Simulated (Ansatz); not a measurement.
## VO2 in the rutile structure (space group P4_2/mnm, No. 136; ferromagnetic)

```
CELL_PARAMETERS angstrom
      4.53722     0.00000     0.00000
      0.00000     4.53722     0.00000
      0.00000     0.00000     2.80312
ATOMIC_POSITIONS crystal
  V  0.00000 0.00000 0.00000
  V  0.50000 0.50000 0.50000
  O  0.29897 0.29897 0.00000
  O  0.79897 0.20103 0.50000
  O  0.20103 0.79897 0.50000
  O  0.70103 0.70103 0.00000
```

The values are results of DFT with PBEsol, PAW potentials and a 420 eV plane-wave cutoff in Ansatz (an electronic-structure program), no SOC, earlier PAW set, not measurements. Settings: 10×10×17 k-points, 0.05 eV Fermi–Dirac smearing.

| Item | Value |
|---|---|
| Volume per atom | 9.62 Å³ |
| Density | 4.77 g/cm³ |
| Band gap | zero |
| Magnetic state | ferromagnetic |
| Total energy | -1336.389 eV/atom (σ→0; compares only within this code and set-up) |

Other magnetic orders, which the real material may have, were not ruled out. No phonon test of stability was made. No Hubbard U is applied, and correlation can decide whether such a compound is a metal.
